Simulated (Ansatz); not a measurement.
# L1₀ (CuAu-type) FePt: properties by level of theory

Reference values: lattice constant a 2.727 Å (measured, room temperature, no zero-point or thermal correction, P4/mmm two-atom cell, a_fct/√2; as tabulated in Sawada et al. (2023), arXiv:2212.12065); lattice parameter c 3.726 Å (measured, room temperature, not corrected to a static lattice, 0.1 GPa; as tabulated in Sawada et al. (2023), arXiv:2212.12065); formation enthalpy -0.238 ± 0.02 eV/atom (measured, 298 K, copied from a table, unchecked, no zero-point or thermal correction; as tabulated in Wang et al. (2021), doi:10.1038/s41598-021-94550-5); magnetic moment 2.8 μB (measured, temperature not stated, Fe site; as tabulated in Paudyal et al. (2004), arXiv:cond-mat/0312215).

```tsv
level (code)	equilibrium lattice constant a (Å)	c axis length (Å)	formation enthalpy (eV/atom)	magnetic moment (μB)
PBE (Ansatz)	…	…	-0.229	…
PBEsol (Ansatz)	…	3.716	-0.200	2.89
PBE-D3(BJ) (Ansatz)	2.703	…	-0.202	…
```

Q: Complete the blanks.

A: 
- PBE (Ansatz, an electronic-structure program), equilibrium lattice constant a (Å): 2.729
- PBE (Ansatz), c axis length (Å): 3.765
- PBE (Ansatz), magnetic moment (μB): 2.98
- PBEsol (Ansatz), equilibrium lattice constant a (Å): 2.687
- PBE-D3(BJ) (Ansatz), c axis length (Å): 3.724
- PBE-D3(BJ) (Ansatz), magnetic moment (μB): 2.93

Differences from the reference values (errors of the level alone only where the reference is corrected to a static lattice):

```tsv
level	lattice constant a (%)	lattice parameter c (%)	formation enthalpy (eV/atom)
PBE	+0.07	+1.05	+0.009
PBEsol	-1.47	-0.27	+0.038
PBE-D3(BJ)	-0.88	-0.05	+0.036
```

Nearest: lattice constant a, not ranked (reference at room or unstated temperature); lattice parameter c, not ranked (reference at room or unstated temperature); formation enthalpy, not ranked (one source).

Ansatz's density-functional and Hartree–Fock values are scalar-relativistic unless marked +SOC, with PAW data made under PBE.

Spin-polarised runs: PBE (parallel moments), PBEsol (parallel moments), PBE-D3(BJ) (parallel moments).

Differences are worked out from the printed values.

Computed values are for the static lattice.
